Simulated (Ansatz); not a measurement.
An Ansatz (a first-principles code) input (r2SCAN+rVV10 in Ansatz (plane waves to 500 eV, PAW, spin-orbit coupling left out), earlier PAW set):

Ansatz 0.2 input:
```yaml
crystal:
  lattice:
    - [3.0459602559, 0, 0]
    - [1.5229801279, 2.6378789605, 0]
    - [0, 0, 4.9059816624]
  atoms:
    - { symbol: N, position: [0, 0, 0] }
    - { symbol: Ta, position: [0.3333333333, 0.3333333333, 0.2573293302] }
    - { symbol: Ta, position: [0.6666666667, 0.6666666667, 0.7426706698] }
basis: { ecutwfc: 500, ecutrho_ratio: 4, xc_grid: 4, fft_grid_basis: typed }
kpoints: { mp_grid: { grid: [22, 22, 12] } }
hamiltonian:
  xc: r2scan
  dispersion: rvv10
  pseudopotentials: { azcp: { folder: ./paw }, kind: paw }
scf: { occupations: { method: fermi_dirac, width: 0.1 } }
relax: { f_tol: 0.005, max_steps: 50, cell: { stress_tol: 0.01, fix: [a, b, gamma] } }
output: { forces: true, stress: true }
checkpoint: { write: state.ck, write_every: 1000 }
```

Which symmetry and how many k-points will the program report, and about how many plane waves at Γ?

Space group P-3m1 (ITA 164) with 12 operations, k-points 564 of 5808, and 989 plane waves at Γ.

And the final pressure?

1.55 GPa (compression positive).

The cells carry an imposed strain or load. No phonon test of stability was made. The final runs are not spin-polarised. The cell was made from Ta$_{2}$N in the anti-CdI2 type structure (space group P-3m1, No. 164) by this change: biaxial strain −0.63 %, plane normal [001], relaxed out of plane.
